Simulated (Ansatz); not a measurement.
Cost and result by functional for the adsorption energy of OH on the 1x1 (110) surface of 3C silicon carbide (cut with top plane C + Si), one in a 2x2 cell, started at the site 'top Si', in Ansatz (plane waves, PAW). Single points on the PBE structure, on one kind of machine; costs are rough ratios of the slab run's core time (references not counted) to the cheapest single point. r2SCAN's cost holds its higher cutoff (500 against 420 eV). Differences are taken against r2SCAN for comparison alone: no measured value is at hand, so the table doesn't rank accuracy.

Host crystal: 3C silicon carbide, with a band gap (PBE, scalar-relativistic without spin-orbit coupling).

Slab: 50 atoms, 7.7 Å thick at the start under the adsorbate (thin: gaps and levels are the slab's own); k 3x3x1, smearing 0.01 eV, dipole-corrected; 24 atoms held, the rest relaxed; no symmetry held; spin-polarised, ending with about 1.0 μB a cell; orders that need a larger cell were not tried, no spin-orbit, no U, no dispersion correction. At the end it is bonded to Si. In PBE it is, or lies within 0.03 eV of, the lowest of the starts that converged. These notes are the PBE run's. r2SCAN: The program's check for a lower electronic state was not made. Adsorption energies are against H2O(g) − ½ H2(g). A negative adsorption energy means that the adsorbate is more stable on the surface than in its reference.

| functional | relative cost | adsorption energy (eV) | less r2SCAN (eV) |
|---|---|---|---|
| RPBE | 1 | -0.94 | 0.48 |
| r2SCAN | 2 | -1.42 | 0.00 |
| PBE (the relaxed run's value) | – | -1.07 | 0.35 |

The values span 0.48 eV, while the single points' costs differ by a factor of roughly 2. Differences are of unrounded values.

Ansatz is a quantum-chemistry and plane-wave program.
